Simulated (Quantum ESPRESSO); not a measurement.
**A short convergence ladder for Se (C2, 3 atoms in the cell)**

```
CELL_PARAMETERS angstrom
      2.19156    -3.79589     0.00000
      2.19156     3.79589     0.00000
      0.00000     0.00000     4.96485
ATOMIC_POSITIONS crystal
  Se 0.00000 0.22500 0.66667
  Se 0.78641 0.78641 0.00000
  Se 0.22500 0.00000 0.33333
```

Base method: LDA (PZ), PSlibrary ultrasoft (LDA) pseudopotentials (plane waves; Quantum ESPRESSO 7.5).

Base settings: ecutwfc = 30 Ry; ecutrho = 180 Ry; occupations = smearing; smearing = fd; degauss = 0.000734986 Ry; potentials = {Se: Se.pz-n-rrkjus_psl.1.0.0.UPF}; K_POINTS = automatic 5 5 3 0 0 0; conv_thr = 1e-10 Ry; mixing_beta = 0.3.

**The width of Fermi-Dirac smearing**

The mesh stays at the base's, so the ladder's end is converged at best in this setting alone.

Only quantities that move along the ladder and can be compared are tabulated.

```csv
degauss,free energy less the last step's (meV/atom),pressure (GPa),largest difference of a force vector from the last step's (eV/Å)
0.073499 Ry,-658.11,5.15,1.219
0.036749 Ry,-86.69,0.68,0.261
0.0147 Ry,-1.54,-0.39,0.012
0.0073499 Ry,-0.01,-0.42,0.000
0.00147 Ry,0.00,-0.42,0.000
```

Widest degauss that holds the pressure within 0.05 GPa of the last step, with all finer ones: 0.0147 Ry; the step before is off by 1.1 GPa.

Widest degauss that holds the forces within 0.005 eV/Å of the last step, with all finer ones: 0.0073499 Ry; the step before is off by 0.012 eV/Å.

Widest degauss that holds the free energy within 1 meV/atom of the last step, with all finer ones: 0.0073499 Ry; the step before is off by 1.5 meV/atom.

On the base run: the starting cell has typed, rounded lattice constants, without a prior relaxation at this level. Its lattice was rescaled by up to half a per cent. One atom was moved a little off its site on purpose.
